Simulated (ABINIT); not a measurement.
A self-consistent single point of NbSi₂ (P6_222, 9 atoms in the cell) with ABINIT

Method of the run: PBE, PAW (JTH v2.0 PBE PAW) (plane waves; ABINIT 10.0.3).

Input:

```
# NbSi2, JTH v2.0 PBE PAW
pp_dirpath "./"
pseudos "Nb.GGA_PBE-JTH.xml, Si.GGA_PBE-JTH.xml"
acell 3*1.0
rprim
         8.9743401481   -0.0000001268    0.0000000000
        -4.4871699642    7.7720066139    0.0000000000
         0.0000000000    0.0000000000   12.2983036040
natom 9
ntypat 2
znucl 41 14
typat 1 1 1 2 2 2 2 2 2
xcart
        -2.2435849821    3.8860033069    2.0497172673
         4.4871700740   -0.0000000634    6.1491518020
         2.2435850920    3.8860032435   10.2485863367
         4.4871701492    5.3136430951    6.1491518020
        -2.3581648324    6.5428248878   10.2485863367
         2.1290051666    1.2291816659    2.0497172673
         0.0000000347    2.4583633920    6.1491518020
         6.8453350163    1.2291815992   10.2485863367
         2.3581650173    6.5428248211    2.0497172673
ecut 20 Ha
pawecutdg 40 Ha
pawxcdev 0
occopt 6
tsmear 0.00499791
nband 41
kptopt 1
ngkpt 5 5 3
nshiftk 1
shiftk 0 0 0
nstep 80
toldfe 1.0e-09
prtwf 0
prtden 0
enunit 2
```

The program printed (abridged):

```
 Symmetries : space group P6_2 2 2 (#180); Bravais hP (primitive hexag.)

 -outvars: echo values of preprocessed input variables --------
            acell      1.0000000000E+00  1.0000000000E+00  1.0000000000E+00 Bohr
             ecut      2.00000000E+01 Hartree
           enunit           2
              ixc     -101130
         kptrlatt        5    0    0      0    5    0      0    0    3
          kptrlen      3.68949108E+01
            natom           9
            nband          41
            ngfft          40      40      50
          ngfftdg          54      54      72
             nkpt          10
            nstep          80
             nsym          12
           ntypat           2
           occopt           6
        pawecutdg      4.00000000E+01 Hartree
         pawxcdev           0
            rprim      8.9743401481E+00 -1.2680000000E-07  0.0000000000E+00
                      -4.4871699642E+00  7.7720066139E+00  0.0000000000E+00
                       0.0000000000E+00  0.0000000000E+00  1.2298303604E+01
          spgroup         180
           toldfe      1.00000000E-09 Hartree
           tsmear      4.99791000E-03 Hartree
            typat      1  1  1  2  2  2  2  2  2
           useylm           1
             xred     -2.1444420314E-12  5.0000000000E-01  1.6666666667E-01
                       5.0000000000E-01 -4.2889581079E-12  5.0000000000E-01
                       5.0000000000E-01  5.0000000000E-01  8.3333333333E-01
                       8.4184500000E-01  6.8368999999E-01  5.0000000000E-01
                       1.5815500000E-01  8.4184499999E-01  8.3333333333E-01
                       3.1631000000E-01  1.5815500000E-01  1.6666666667E-01
                       1.5815500000E-01  3.1631000000E-01  5.0000000000E-01
                       8.4184500000E-01  1.5815500000E-01  8.3333333333E-01
                       6.8369000000E-01  8.4184499999E-01  1.6666666667E-01
            znucl       41.00000   14.00000

== DATASET  1 ==================================================================

 Real(R)+Recip(G) space primitive vectors, cartesian coordinates (Bohr,Bohr^-1):
 R(1)=  8.9743401 -0.0000001  0.0000000  G(1)=  0.1114288  0.0643334  0.0000000
 R(2)= -4.4871700  7.7720066  0.0000000  G(2)=  0.0000000  0.1286669  0.0000000
 R(3)=  0.0000000  0.0000000 12.2983036  G(3)=  0.0000000  0.0000000  0.0813120
 Unit cell volume ucvol=  8.5778983E+02 bohr^3
 Angles (23,13,12)=  9.00000000E+01  9.00000000E+01  1.20000000E+02 degrees

 Coarse grid specifications (used for wave-functions):

 getcut: wavevector=  0.0000  0.0000  0.0000  ngfft=  40  40  50
         ecut(hartree)=     20.000   => boxcut(ratio)=   2.01950

 Fine grid specifications (used for densities):

 getcut: wavevector=  0.0000  0.0000  0.0000  ngfft=  54  54  72
         ecut(hartree)=     40.000   => boxcut(ratio)=   2.05633

   4.74846675E+03                                ecore*ucvol(ha*bohr**3)

_setup2: Arith. and geom. avg. npw (full set) are    3665.400    3665.378

--- !BeginCycle
solver: {iscf: 17, nstep: 80, nline: 4, wfoptalg: 10, }
tolerances: {toldfe: 1.00E-09, }
...

     iter   Etot(hartree)      deltaE(h)  residm     nres2
 ETOT  1  -196.26532968676    -1.963E+02 2.971E-01 2.771E+01
 ETOT  2  -196.68587107549    -4.205E-01 3.774E-02 5.277E+00
 ETOT  3  -196.68711608178    -1.245E-03 8.873E-03 8.622E-01
 ETOT  4  -196.68794264141    -8.266E-04 2.136E-03 3.303E-02
 ETOT  5  -196.68846161180    -5.190E-04 1.283E-03 9.848E-03
 ETOT  6  -196.68865561930    -1.940E-04 7.424E-04 3.791E-04
   [... 15 lines left out ...]
 ETOT 22  -196.68880877178    -3.285E-09 7.811E-06 4.468E-10
 ETOT 23  -196.68880877361    -1.828E-09 7.845E-06 1.651E-10
 ETOT 24  -196.68880877462    -1.018E-09 4.598E-06 1.904E-10
 ETOT 25  -196.68880877519    -5.709E-10 4.610E-06 4.286E-11
 ETOT 26  -196.68880877551    -3.169E-10 2.693E-06 1.046E-10

 At SCF step   26, etot is converged :
  for the second time, diff in etot=  3.169E-10 < toldfe=  1.000E-09

 Cartesian components of stress tensor (hartree/bohr^3)
  sigma(1 1)= -2.66984860E-04  sigma(3 2)=  0.00000000E+00
  sigma(2 2)= -2.66984861E-04  sigma(3 1)=  0.00000000E+00
  sigma(3 3)= -2.85925656E-04  sigma(2 1)= -3.02308334E-14

 ----iterations are completed or convergence reached----

 reduced coordinates (array xred) for    9 atoms
      -0.000000000002      0.499999999996      0.166666666667
       0.499999999998     -0.000000000004      0.500000000000
       0.499999999998      0.499999999996      0.833333333333
       0.841844999997      0.683689999994      0.500000000000
       0.158154999999      0.841844999995      0.833333333333
       0.316310000000      0.158154999997      0.166666666667
       0.158154999999      0.316309999998      0.500000000000
       0.841844999997      0.158154999997      0.833333333333
       0.683689999996      0.841844999995      0.166666666667
 cartesian forces (eV/Angstrom) at end:
    1     -0.00000000000000     0.00000000000000    -0.00000000000000
    2     -0.00000000000000     0.00000000000000    -0.00000000000000
    3     -0.00000000000000     0.00000000000000     0.00000000000000
    4     -0.00000000116704    -0.08259807724604    -0.00000000000000
    5      0.07153203261569    -0.04129903963406    -0.00000000000000
    6      0.07153203378273     0.04129903761198     0.00000000000000
    7      0.00000000116704     0.08259807724604    -0.00000000000000
    8     -0.07153203261569     0.04129903963406    -0.00000000000000
    9     -0.07153203378273    -0.04129903761198    -0.00000000000000
 frms,max,avg= 3.8937107E-02 8.2598077E-02   0.000E+00  0.000E+00  0.000E+00 e/A
 length scales=  1.000000000000  1.000000000000  1.000000000000 bohr
              =  0.529177208590  0.529177208590  0.529177208590 angstroms
 Fermi (or HOMO) energy (hartree) =   0.46083   Average Vxc (hartree)=  -0.44773
 Eigenvalues (hartree) for nkpt=  10  k points:
 kpt#   1, nband= 41, wtk=  0.01333, kpt=  0.0000  0.0000  0.0000 (reduced coord)
  -1.54269   -1.54110   -1.54110   -0.67115   -0.67115   -0.67048   -0.66813   -0.66813
  -0.66333   -0.66313   -0.66222   -0.66222   -0.01583    0.10132    0.10132    0.22605
   0.24927    0.24927    0.25868    0.25868    0.29145    0.32535    0.32535    0.34201
   0.37711    0.37711    0.37836    0.37836    0.37994    0.38848    0.38848    0.42518
   0.49183    0.58316    0.58958    0.58958    0.59070    0.59261    0.60006    0.60006
   0.61132
      occupation numbers for kpt#   1
   2.00000    2.00000    2.00000    2.00000    2.00000    2.00000    2.00000    2.00000
   2.00000    2.00000    2.00000    2.00000    2.00000    2.00000    2.00000    2.00000
   2.00000    2.00000    2.00000    2.00000    2.00000    2.00000    2.00000    2.00000
   2.00000    2.00000    2.00000    2.00000    2.00000    2.00000    2.00000    2.00000
   0.00000    0.00000    0.00000    0.00000    0.00000    0.00000    0.00000    0.00000
   0.00000
 prteigrs : prtvol=0 or 1, do not print more k-points.

 Fermi (or HOMO) energy (eV) =  12.53972   Average Vxc (eV)= -12.18345
 Eigenvalues (   eV  ) for nkpt=  10  k points:
 kpt#   1, nband= 41, wtk=  0.01333, kpt=  0.0000  0.0000  0.0000 (reduced coord)
 -41.97877  -41.93555  -41.93555  -18.26285  -18.26285  -18.24473  -18.18087  -18.18087
 -18.05023  -18.04470  -18.01996  -18.01996   -0.43076    2.75713    2.75713    6.15117
   6.78310    6.78310    7.03907    7.03907    7.93065    8.85316    8.85316    9.30659
  10.26157   10.26157   10.29579   10.29579   10.33868   10.57120   10.57120   11.56976
  13.38326   15.86868   16.04326   16.04326   16.07373   16.12576   16.32837   16.32838
  16.63487
 prteigrs : prtvol=0 or 1, do not print more k-points.

--- !EnergyTerms
comment             : Components of total free energy in Hartree
kinetic             :  4.93462378013588E+01
hartree             :  3.82455166358946E+01
xc                  : -3.46263254469797E+01
Ewald energy        : -1.65441980736309E+02
psp_core            :  5.53569949923665E+00
local_psp           : -1.44398214659473E+02
spherical_terms     :  5.46500461855144E+01
internal            : -1.96689020720757E+02
'-kT*entropy'       :  2.10289949080161E-04
total_energy        : -1.96688810430808E+02
total_energy_eV     : -5.35217472159949E+03
...

-Cartesian components of stress tensor (GPa)         [Pressure=  8.0407E+00 GPa]
- sigma(1 1)= -7.85496446E+00  sigma(3 2)=  0.00000000E+00
- sigma(2 2)= -7.85496447E+00  sigma(3 1)=  0.00000000E+00
- sigma(3 3)= -8.41222181E+00  sigma(2 1)= -8.89421675E-10

 Calculation completed.
```

The run converged in 26 iterations.

The starting cell comes from a database of computed structures (which also holds hypothetical and non-ambient phases and stackings), without a prior relaxation at this level. Its lattice was rescaled by a random factor within 2.5 % of one. Spin polarisation is off. With a pressure of about 8 GPa the cell is away from its equilibrium volume at this level.

Cost on one core of a shared machine: roughly 3 min.
